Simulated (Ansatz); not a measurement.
We consider HgSe (P3₂21, No. 154, 6 atoms in the cell; start mp-1018722; a measured phase of this formula has another space group), described by PBE0 (Ansatz, an electronic-structure program, PAW).

Run with plane-wave cutoff 500 eV, 6×6×2 k mesh (along the axes of the cell as run), gaussian smearing 0.02 eV, scalar-relativistic PAW data made under PBE.

Cell (relaxed with PBEsol):

```yaml
crystal:
  lattice:
    - [3.68896, -2.12992, 0.00123]
    - [3.68896, 2.12992, 0.00123]
    - [-0.00377, 0.00000, 9.66905]
  atoms:
    - { symbol: Hg, position: [0.32617, 0.67383, 0.00000] }
    - { symbol: Hg, position: [0.99983, 0.32648, 0.66667] }
    - { symbol: Hg, position: [0.67352, 0.00017, 0.33333] }
    - { symbol: Se, position: [0.47328, 0.52672, 0.50000] }
    - { symbol: Se, position: [0.99980, 0.47362, 0.16666] }
    - { symbol: Se, position: [0.52638, 0.00020, 0.83334] }
```

Give the computed band gap.


- band gap = 1.76 eV (on the SCF k mesh)

Note: cell and atoms aren't relaxed at this level (pressure 1.8 GPa).

Spin–orbit coupling is not included; with these elements it can move the gap by several tenths of an eV or more.

The computed numbers hold no vibrational or temperature effects.

The result took roughly 16 core-minutes.

A start named mp-… is a Materials Project structure, which need not be a measured phase.
